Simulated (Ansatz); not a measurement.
## GaN (model structure, started from the MgO type, Pm-3n, No. 223, 12 atoms in the cell)

Method: PBE0 in Ansatz (plane waves, PAW).

Run with plane-wave cutoff 460 eV, 4×4×4 k mesh, Fermi–Dirac smearing 0.01 eV, scalar-relativistic PAW data made under PBE.

Cell (relaxed with PBEsol):

```
CELL_PARAMETERS angstrom
      5.51305     0.00000     0.00000
      0.00000     5.51305     0.00000
      0.00000     0.00000     5.51305
ATOMIC_POSITIONS crystal
  Ga 0.25000 0.00000 0.50000
  Ga 0.75000 0.00000 0.50000
  Ga 0.50000 0.75000 0.00000
  Ga 0.50000 0.25000 0.00000
  Ga 0.00000 0.50000 0.75000
  Ga 0.00000 0.50000 0.25000
  N  0.25000 0.50000 0.00000
  N  0.75000 0.50000 0.00000
  N  0.00000 0.75000 0.50000
  N  0.00000 0.25000 0.50000
  N  0.50000 0.00000 0.75000
  N  0.50000 0.00000 0.25000
```

| Quantity | Value |
|---|---|
| band gap | 3.48 eV (on the SCF k mesh) (direct) |

Note: the relaxation could raise the start's symmetry but not lower it, so the cell can be a saddle point; cell and atoms aren't relaxed at this level (pressure -0.5 GPa).

Spin–orbit coupling is not included.

Static lattice: no zero-point or thermal effects.

A model structure was made by putting elements into a prototype or built by hand; it is no filed structure, need not be a known phase, and can be a saddle point held by its symmetry.

Ansatz is an electronic-structure program.
